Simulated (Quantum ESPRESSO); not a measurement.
# A series of runs on Cl (Cmce, 4 atoms in the cell)

```
Cl
1.0
    2.24851    -3.13186     0.00000
    2.24851     3.13186     0.00000
    0.00000     0.00000     8.29139
Cl
4
Direct
  0.87700   0.87700   0.89700
  0.62300   0.62300   0.39700
  0.37700   0.37700   0.60300
  0.12300   0.12300   0.10300
```

Base run A: PBE, PseudoDojo standard norm-conserving (PBE) pseudopotentials in Quantum ESPRESSO, self-consistent single point.

Its settings: ecutwfc = 60 Ry; occupations = smearing; smearing = gauss; degauss = 0.0036749 Ry; potentials = {Cl: Cl.upf}; K_POINTS = automatic 5 5 2 0 0 0; conv_thr = 1e-09 Ry; mixing_beta = 0.3.

The starting cell has typed, rounded lattice constants, without a prior relaxation at this level. Its lattice was rescaled by a random factor within 2.5 % of one.

Run A gave: pressure (GPa) 0.00; largest force (eV/Å) 0.271; gap on the mesh (eV) 2.331.

Runs:
- B: ecutwfc: 60 Ry → 40 Ry; pseudopotentials: {Cl: Cl.upf} → {Cl: cl_pbe_v1.4.uspp.F.UPF}; ecutrho: default → 320 Ry
- C: ecutwfc: 60 Ry → 65 Ry; pseudopotentials: {Cl: Cl.upf} → {Cl: Cl.pbe-n-rrkjus_psl.1.0.0.UPF}; ecutrho: default → 520 Ry
- D: ecutwfc: 60 Ry → 40 Ry; pseudopotentials: {Cl: Cl.upf} → {Cl: cl_pbe_v1.4.uspp.F.UPF}; ecutrho: default → 200 Ry
- E: ecutwfc: 60 Ry → 50 Ry; pseudopotentials: {Cl: Cl.upf} → {Cl: Cl.pbe-nl-kjpaw_psl.1.0.0.UPF}; ecutrho: default → 300 Ry
- F: ecutwfc: 60 Ry → 50 Ry; pseudopotentials: {Cl: Cl.upf} → {Cl: Cl.pbe-nl-rrkjus_psl.1.0.0.UPF}; ecutrho: default → 300 Ry

What does run D change against A?

The pressure hardly changes (0.00 to 0.04 GPa), the largest force goes from 0.271 to 0.260 eV/Å and the gap on the mesh goes from 2.331 to 2.372 eV.

What does run C change against A?

The pressure goes from 0.00 to 0.10 GPa, the largest force goes from 0.271 to 0.230 eV/Å and the gap on the mesh goes from 2.331 to 2.362 eV.

What does run E change against A?

The pressure hardly changes (0.00 to -0.03 GPa), the largest force goes from 0.271 to 0.221 eV/Å and the gap on the mesh goes from 2.331 to 2.386 eV.

```csv
run,pressure (GPa),largest force (eV/Å),gap on the mesh (eV)
A,0.00,0.271,2.331
B,0.04,0.260,2.372
C,0.10,0.230,2.362
D,0.04,0.260,2.372
E,-0.03,0.221,2.386
F,-0.06,0.230,2.379
```
